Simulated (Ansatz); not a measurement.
Results of r²SCAN+rVV10 in Ansatz (PAW) for cubic perovskite CsSnI₃ (cubic high-temperature phase).

The input as run:

Ansatz 0.2 input:
```yaml
crystal:
  lattice:
    - [6.2787175646, 0.0, 0.0]
    - [0.0, 6.2787175646, 0.0]
    - [0.0, 0.0, 6.2787175646]
  atoms:
    - { symbol: Cs, position: [0.0, 0.0, 0.0] }
    - { symbol: Sn, position: [0.5, 0.5, 0.5] }
    - { symbol: I, position: [0.5, 0.0, 0.5] }
    - { symbol: I, position: [0.0, 0.5, 0.5] }
    - { symbol: I, position: [0.5, 0.5, 0.0] }
basis:
  ecutwfc: 560
  ecutrho_ratio: 4
  xc_grid: 3
kpoints:
  mp_grid: { grid: [6, 6, 6] }
hamiltonian:
  xc: r2scan
  dispersion: rvv10
  pseudopotentials: { kind: paw }
scf:
  occupations: { method: fermi_dirac, width: 0.01 }
  convergence: { dr2_threshold: 0.0000000005 }
output:
  forces: true
  stress: true
  eigenvalues: true
```

Output (set-up and result lines):

```
Crystal: 5 atoms, lattice volume = 247.521 Å³
Basis set: ecut = 560 eV, 7441 PW (Γ), exchange–correlation on 150×150×150 points (27 copies of the dense FFT grid, shifted against one another)
Bands: 45, of which v1, the nominal top of the filled ones, is band 37 counted from 1 (36 counted from 0)
Symmetry: 48 space group operations
Space group: Pm-3m (ITA 221), of the structure as read, at distance tolerance 6.3e-5 Å
k-points: 20 of 216
Functional: x = r2scan, c = r2scan + rvv10(b = 11.95, C = 0.0093); τ floored in thin density (d = 2e-4 eV/Å³)
SCF iter   1: F=—  HF=-34303.265754 eV  |F-HF|=—  |Δ(HF+E_count)|=         —  Δρ=2.83e-3  dr2=2.32e-2  dr2_τ=2.00e-3
SCF iter   2: F=—  HF=-34303.296648 eV  |F-HF|=—  |Δ(HF+E_count)|=   3.09e-2  Δρ=1.28e-3  dr2=6.17e-3  dr2_τ=1.81e-4
  ...
SCF iter   7: F=—  HF=-34303.297489 eV  |F-HF|=—  |Δ(HF+E_count)|=   3.79e-8  Δρ=1.12e-6  dr2=3.35e-9  dr2_τ=1.07e-10
SCF iter   8: F=-34303.297489 eV  HF=-34303.297489 eV  |F-HF|=1.16e-10  |Δ(HF+E_count)|=   3.07e-9  Δρ=1.75e-7  dr2=9.74e-11  dr2_τ=2.92e-12
SCF 1 converged in 8 iterations: F = -34303.297489 eV  dr2 = 9.74e-11
SCF converged after 8 iterations
Free energy (F): -34303.297489 eV
Internal energy: -34303.297489 eV  (E = F + TS)
E sigma→0 (E₀):  -34303.297489 eV
Fermi energy:    4.987370 eV
--- Forces (eV/Å), atoms counted from 1 ---
  atom   1  Cs    -0.00000000    -0.00000000    -0.00000000
  atom   2  Sn     0.00000000    -0.00000000    -0.00000000
  atom   3  I      0.00000000    -0.00000000     0.00000000
  atom   4  I      0.00000000    -0.00000000    -0.00000000
  atom   5  I      0.00000000    -0.00000000    -0.00000000
--- Stress (GPa, compression-positive) ---
       -0.982808       0.000000      -0.000000
        0.000000      -0.982808       0.000000
       -0.000000       0.000000      -0.982808
  P = ⅓ Tr σ = -0.9828 GPa (-9.828 kbar)
```

The cell is one volume of an energy–volume scan, off the minimum.

The PAW data were made under PBE.

Note: held by symmetry at 0 K, a high-temperature phase can be a saddle point.

Ansatz is a quantum-chemistry and plane-wave program.
